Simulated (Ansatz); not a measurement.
Coverage and cell size: F on the 1x1 (111) surface of fcc Ag, one adsorbate a cell, in each cell the lowest of the starts that converged. Energies against ½ F2(g), without dispersion, zero-point or thermal terms; small cells hold the layer to their symmetry. A negative adsorption energy means that the adsorbate is more stable on the surface than in its reference.

Calculation: PBE (plane waves to 420 eV, PAW; Ansatz, a first-principles code).

| area an adsorbate, end state | atoms | E_ads (eV) | height (Å) | Δ work function (eV) | rough cost |
|---|---|---|---|---|---|
| 7 Å², bonded to 3 Ag | 5 | ? | 1.45 | 5.00 | about 50 core-seconds (a rough figure) |
| 15 Å², bonded to 3 Ag | 9 | -2.24 | 1.48 | 2.50 | around 7 core-minutes (rough) |
| 30 Å², bonded to 3 Ag | 17 | -2.42 | 1.57 | ? | very roughly 10 core-minutes |

Task: Complete the blanks.

Result: 
- 7 Å², bonded to 3 Ag, E_ads (eV): -1.66
- 30 Å², bonded to 3 Ag, Δ work function (eV): 1.30
